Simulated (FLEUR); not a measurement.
**Equation of state of zinc-blende CdS (space group 216): energy against volume (FLEUR, PBE)**

```
CELL_PARAMETERS angstrom
      0.00000     2.85826     2.85826
      2.85826     0.00000     2.85826
      2.85826     2.85826     0.00000
ATOMIC_POSITIONS crystal
  Cd 0.00000 0.00000 0.00000
  S  0.75000 0.75000 0.75000
```

Computed with PBE, all-electron FLAPW (FLEUR), scalar-relativistic valence (FLEUR). Settings: Kmax = 5.24 1/bohr; GmaxXC = 21 1/bohr; xcFunctional = pbe; jspins = 1; l_soc = F; mode = hist; fermiSmearingEnergy = 0.00036749 Htr; mesh (inpgen div1-3) = 10 10 10; inpgen gamma flag = true; Gmax = 21 1/bohr; numbands = 0; maxIterBroyd = 15; imix = Anderson; alpha = 0.05; precondParam = 0; minDistance = 1e-05 me/bohr^3. The cell above is the first row's. The rows scale it uniformly. In all rows fractional positions and the k mesh are held. E is the free energy at the stated smearing, counted from the lowest row.

| V (Å^3/atom) | E (meV/atom) |
|---|---|
| 23.351 | 57.81 |
| 23.859 | 36.64 |
| 24.366 | 20.80 |
| 24.874 | 9.73 |
| 25.381 | 2.95 |
| 25.889 | 0.00 |
| 26.397 | 0.48 |
| 26.904 | 4.05 |
| 27.412 | ? |

Problem. Fit E against V with the third-order Birch-Murnaghan form, a cubic in V^(-2/3), and predict the withheld value at V = 27.412.

Solution. With u = V^(-2/3) - 0.117, the rows have u = 0.005404, 0.003661, 0.001981, 0.000355, -0.001213, -0.002732, -0.004203, -0.005625. Least squares gives E = 7.861 + 4987.9·u + 777088·u² + 1922166·u³. Residuals (row less fit): -0.002, 0.009, -0.007, 0.000, -0.001, 0.005, -0.002, 0.000; standard error 0.006 (degrees of freedom: 4). Its minimum lies at u = -0.003249, so V0 = (0.113751)^(-3/2) = 26.07. There d²E/du² = 1517000 and d³E/du³ = 1.153e7, so B0 = (4/9) × 26.07^(-7/3) × 1517000 × 0.160218 = 53.6 GPa (the last factor turns the table's units into GPa), and B0' = 4 + (2/3) × 0.113751 × (1.153e7)/1517000 = 4.6. At the withheld row, u = -0.007005, so E = 7.861 + 4987.9 × (-0.007005) + 777088 × (-0.007005)² + 1922166 × (-0.007005)³ = 10.392 meV/atom. The calculation gives 10.37 meV/atom, 0.022 meV/atom below the prediction (under 0.05 % of the range of E in the table). The row lies outside the fitted rows, so this is an extrapolation. From the scatter of the fitted rows alone, a prediction at this place has a standard error of 0.015 meV/atom, so the miss is 1.5 times that.

Carrying the step between the two nearest rows on in a straight line would have given 7.63, off by 2.74; series whose last step already gives the withheld value aren't shown. The scan was laid around a cell of about the measured size, scaled by a guess for this functional. This is a metastable polymorph. The runs keep the symmetry of the cell, so they don't test it for distortions. Values depend on the basis (sphere radii, cutoffs, local orbitals), which need not be converged. Cutoffs and mesh are single choices, not tested for convergence of this quantity. Series with a scatter that would blur these digits, or in which a gap closes, are not shown. Nor are scans whose minimum lies at an end fitted in this form.
